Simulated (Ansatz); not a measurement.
## Worked example: self-consistent single point of LaTl3 (P4mm, 4 atoms in the cell) in Ansatz

Method of the run: PBEsol, default PAW files made with PBE (plane waves; Ansatz, a quantum-chemistry and plane-wave program).

The input file:

Ansatz 0.2 input:
```yaml
# LaTl3
crystal:
  lattice:
    - [4.837630, 0.000000, 0.000000]
    - [0.000000, 4.837630, 0.000000]
    - [0.000000, 0.000000, 4.837630]
  atoms:
    - { symbol: La, position: [0.000000, 0.000000, 0.010336] }
    - { symbol: Tl, position: [0.000000, 0.500000, 0.500000] }
    - { symbol: Tl, position: [0.500000, 0.000000, 0.500000] }
    - { symbol: Tl, position: [0.500000, 0.500000, 0.000000] }
basis:
  ecutwfc: 420.0
kpoints:
  mp_grid: { grid: [5, 5, 5] }
hamiltonian:
  xc: pbesol
  pseudopotentials: { kind: paw }
scf:
  occupations: { method: fermi_dirac, width: 0.1 }
output:
  forces: true
  eigenvalues: true
  stress: true
```

Output, abridged:

```
WARN ansatz: RAYON_NUM_THREADS=1 ignored (pool sized by the plan → 1); use --threads N
Pseudopotentials: kind: paw
Pseudopotential: La, paw, valence charge 11
Pseudopotential: Tl, paw, valence charge 13
Crystal: 4 atoms, lattice volume = 113.213 Å³
Basis set: ecut = 420 eV, 2205 PW (Γ), exchange–correlation on 72×72×72 points (8 copies of the dense FFT grid, shifted against one another)
Bands: 30, of which v1, the nominal top of the filled ones, is band 25 counted from 1 (24 counted from 0)
Symmetry: 8 space group operations
Space group: P4mm (ITA 99), of the structure as read, at distance tolerance 4.8e-5 Å
k-points: 18 of 125 (time reversal used)
PAW frozen core: La, regenerated for the run's functional, and the local potential with it
PAW frozen core: Tl, regenerated for the run's functional, and the local potential with it
Initial density: superposition of atomic densities (neutral atoms: chi_scale 0, normalization atom), corrected by the library's trained network
Initial wavefunctions: pseudopotential atomic-orbital guess
Eigensolver: davidson
Functional: x = pbesol(κ = 0.804, μ = 0.12345679012345678), c = pbesol(β = 0.046)
SCF iter   1: F=—  HF=-40049.993446 eV  |F-HF|=—  |Δ(HF+E_count)|=         —  Δρ=2.64e-3  dr2=8.41e-3  ethr=1.77e-3  ⟨swp⟩=4.8  Hψ=2166  notcnv=0
all-band conjugate gradients solve this SCF's bands
preconditioner: auto → Kerker (q_TF=auto, 2.381 Å⁻¹)
SCF iter   2: F=—  HF=-40049.990263 eV  |F-HF|=—  |Δ(HF+E_count)|=   3.18e-3  Δρ=1.19e-3  dr2=1.86e-3  ethr=1.68e-5  ⟨swp⟩=2.6  Hψ=1157  notcnv=0
SCF iter   3: F=—  HF=-40049.989754 eV  |F-HF|=—  |Δ(HF+E_count)|=   5.09e-4  Δρ=2.88e-4  dr2=1.47e-4  ethr=3.72e-6  ⟨swp⟩=2.2  Hψ=915  notcnv=0
SCF iter   4: F=—  HF=-40049.989719 eV  |F-HF|=—  |Δ(HF+E_count)|=   3.53e-5  Δρ=6.46e-5  dr2=5.56e-6  ethr=2.93e-7  ⟨swp⟩=3.0  Hψ=1025  notcnv=0
SCF iter   5: F=—  HF=-40049.989717 eV  |F-HF|=—  |Δ(HF+E_count)|=   1.36e-6  Δρ=1.51e-5  dr2=2.99e-7  ethr=1.11e-8  ⟨swp⟩=2.1  Hψ=925  notcnv=0
SCF iter   6: F=-40049.989717 eV  HF=-40049.989717 eV  |F-HF|=1.29e-9  |Δ(HF+E_count)|=   1.16e-8  Δρ=3.20e-6  dr2=1.29e-8  ethr=2.00e-10  ⟨swp⟩=6.3  Hψ=2422  notcnv=0
SCF 1 converged in 6 iterations: F = -40049.989717 eV  dr2 = 1.29e-8
SCF converged after 6 iterations
Free energy (F): -40049.989717 eV
Harris-Foulkes:  -40049.989717 eV  (|F-HF|=1.29e-9)
Internal energy: -40049.905172 eV  (E = F + TS)
E sigma→0 (E₀):  -40049.947445 eV
Entropy (-TS):   -0.084545 eV (-21.136 meV/atom)
Fermi energy:    11.348918 eV
--- Per-component energies (eV) ---
  E_band       = 26.422507
  E_kinetic    = 1196.137984
  E_local      = -2874.315823  (includes V_loc(G=0)·N_el)
  E_nonlocal   = 1052.972112
  E_hartree    = 1058.527951
  E_xc         = -824.748731
  E_vxc        = -574.489786  (∫ρ·V_xc dr)
  E_paw        = -35384.213056  (= ΣΔE_a)
  E_vpaw       = -890.936445  (= ΣTr[D̂ρ^β])
  E_aug_tail   = 0.000102  (compensation charges beyond the density's cutoff)
  E_ewald      = -4274.550016
  E_core_change = 0.284305  (= ΣΔE_core)
  E_smearing   = -0.084545  (= −TS)
  E_closure    = -0.000000  (closes the sum)
  Σ components = -40049.989717   (vs F -40049.989717, Δ=0.00e0)
--- Forces (eV/Å), atoms counted from 1 ---
  atom   1  La    -0.00000000     0.00000000    -0.21406582
  atom   2  Tl     0.00000000     0.00000000     0.11207712
  atom   3  Tl    -0.00000000     0.00000000     0.11207712
  atom   4  Tl     0.00000000     0.00000000    -0.01008690
  max |Σ_I F_I| component: 1.52e-6 eV/Å
--- Stress (GPa, compression-positive) ---
       -1.216380       0.000000      -0.000000
        0.000000      -1.216380       0.000000
       -0.000000       0.000000      -1.213674
  P = ⅓ Tr σ = -1.2155 GPa (-12.155 kbar)
  The stress holds the Pulay correction. Without it, at fixed plane waves, as pw.x and ABINIT print it: P = -1.2495 GPa
--- Band table (eV; the first three rows and the last of 18) ---
  k-point 0: bands = ["-21.3565", "-5.0619", "-5.0618", "-5.0618", "-0.2453", "-0.2447", "-0.2447", "-0.2378", "-0.0581", "-0.0576", "0.1865", "0.1865", "0.1874", "0.3803", "0.3810", "0.5527", "0.6269", "0.6273", "0.6273", "2.1635", "7.3734", [...]
  k-point 1: bands = ["-21.3552", "-5.1186", "-5.0693", "-5.0693", "-0.2262", "-0.1768", "-0.1695", "-0.1695", "-0.0258", "0.0005", "0.1677", "0.2114", "0.2114", "0.3403", "0.3812", "0.5112", "0.5371", "0.5371", "0.6269", "2.4908", "6.4444", [...]
  k-point 2: bands = ["-21.3530", "-5.2069", "-5.0813", "-5.0813", "-0.1903", "-0.0410", "0.0276", "0.0276", "0.0297", "0.1302", "0.1309", "0.2299", "0.2367", "0.2367", "0.3318", "0.3318", "0.3676", "0.4234", "0.6270", "3.3840", "4.8983", "7.7898", [...]
  k-point 17: bands = ["-21.3484", "-5.1483", "-5.1329", "-5.1327", "-0.1162", "-0.0662", "-0.0658", "-0.0612", "0.0248", "0.0251", "0.0722", "0.2257", "0.2536", "0.2547", "0.2760", "0.2768", "0.5095", "0.5097", "0.5677", "5.0497", "5.7391", [...]
```

The run converged in 6 iterations.

The starting cell comes from a database of computed structures (which also holds hypothetical and non-ambient phases and stackings), without a prior relaxation at this level. Its lattice was rescaled by up to half a per cent. One atom was moved a little off its site on purpose. Spin-orbit coupling is off. Ansatz's pressure includes its estimate of the finite-basis (Pulay) stress.
